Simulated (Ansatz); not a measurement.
The starting structures come from a database of crystals and need not be the phases stable at ambient conditions.

```yaml
crystal:
  lattice:
    - [5.53969, 0.00000, 0.00000]
    - [2.52056, 7.04141, 0.00000]
    - [0.34928, -2.10803, 5.11101]
  atoms:
    - { symbol: Li, position: [0.30703, 0.75000, 0.30703] }
    - { symbol: Li, position: [0.69297, 0.25000, 0.69297] }
    - { symbol: Ta, position: [0.00000, 0.50000, 0.00000] }
    - { symbol: Ta, position: [0.00000, 0.00000, 0.00000] }
    - { symbol: Ge, position: [0.36172, 0.25000, 0.36172] }
    - { symbol: Ge, position: [0.63828, 0.75000, 0.63828] }
    - { symbol: O, position: [0.24026, 0.05702, 0.23684] }
    - { symbol: O, position: [0.75974, 0.94298, 0.76316] }
    - { symbol: O, position: [0.23684, 0.44298, 0.24026] }
    - { symbol: O, position: [0.76316, 0.55702, 0.75974] }
    - { symbol: O, position: [0.69365, 0.65058, 0.29615] }
    - { symbol: O, position: [0.30635, 0.34942, 0.70385] }
    - { symbol: O, position: [0.29615, 0.84942, 0.69365] }
    - { symbol: O, position: [0.70385, 0.15058, 0.30635] }
    - { symbol: O, position: [0.06722, 0.75000, 0.06722] }
    - { symbol: O, position: [0.93278, 0.25000, 0.93278] }
```

The cell is taken as given; by r2SCAN it stands under a pressure of 0.7 GPa.

Transport runs along the normal of the first two printed cell vectors.

No gap correction and no spin-orbit coupling; mid-gap is the computed energy nearest the middle.

**Question.** State the band gap and the smallest decay constant κ at mid-gap according to r2SCAN (Ansatz, an electronic-structure program).

**Answer.** Gap 4.40 eV on a 6×6×6 mesh; κ = 0.358 1/Å, at the zone centre.
